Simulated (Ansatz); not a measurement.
The parent structure is Bi (space group R-3m, No. 166; a = 4.533 Å, c = 11.653 Å (hexagonal axes); relaxed with 0.1 eV smearing). Axes: x lies along a and z along c of the hexagonal cell.

The values are results of PBE-D3(BJ) in Ansatz (plane waves to 420 eV, PAW, without spin-orbit coupling), earlier PAW set, not measurements.

For the base:

- Shortest interatomic distance: 309.3 pm

Perturbation: biaxial strain +0.33 %, plane normal [001], relaxed out of plane (Cartesian); in-plane vectors clamped, the third vector and the atoms free.

Problem. What does the calculation give for the in-plane stress, out-of-plane strain and shortest interatomic distance after the change?

Solution. The mean in-plane stress (compression positive) is -0.2 GPa; the out-of-plane strain is -0.47 %; the shortest interatomic distance increases by 0.4 pm to 309.7 pm.

Whether these cells are dynamically stable was not tested.

Ansatz is an electronic-structure program.
